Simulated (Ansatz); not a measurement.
Formation energy of the localised charge states of H interstitial started at a bond centre in diamond (start: bond centre of C and C, 1.55 Å; 216-site cell, 2×2×2 shifted sampling) against the Fermi level, impurity bounded by its compound with the host (Δμ(H) = -0.35 eV, bounded by CH4 molecule; only phases computed here count, gases as isolated molecules at 0 K). Computed with PBE, PAW (plane waves to 420 eV; Ansatz, a quantum-chemistry and plane-wave program).

Charges with a result: +1, 0, −1. Others weren't obtained, and one of them could lie lower, also by skipping a charge.

Details: 216-site cell; 2×2×2 shifted k-points; host gap 4.13 eV; charged states image-corrected; not converged in cell size.

```tsv
E_F − E_VBM (eV)	q = +1	q = 0	q = −1
0.00	4.23	5.21	8.32
0.52	4.74	5.21	7.80
1.03	5.26	5.21	7.29
1.55	5.77	5.21	6.77
2.06	6.29	5.21	6.25
2.58	6.81	5.21	5.74
3.10	7.32	5.21	5.22
3.61	7.84	5.21	4.71
4.13	8.35	5.21	4.19
```

Crossings of the lowest lines: (+1/0) at 0.98 eV; (0/−1) at 3.11 eV.
